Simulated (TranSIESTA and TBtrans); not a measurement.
Run with TranSIESTA and TBtrans (open boundaries, self-consistent; PseudoDojo norm-conserving potentials, scalar-relativistic): PAO.BasisSize DZP, PAO.EnergyShift 0.15 eV, XC.Authors PBE, Mesh.Cutoff 200 Ry, ElectronicTemperature 300 K, TS.Voltage 0.0 eV, TBT.Elecs.Eta 0.001 eV, no spin polarisation.

System: Si chain with one C atom inserted. Leads: straight Si chain, spacing 2.137 Å. Geometry: 3 atoms about the centre moved by SIESTA (PBE, DZP) to a largest force of 0.00 eV/Å, all others as built, motion along the axis alone.

Task: Give the largest eigenchannel transmissions at the Fermi level (four at most) and the total.

Result: 0.81, 0.81, 0.76; total 2.38. The straight chain is held at its spacing; free chains may zigzag or dimerise. No spin-polarised start was tried, so a magnetic state, if there is one, is missed.
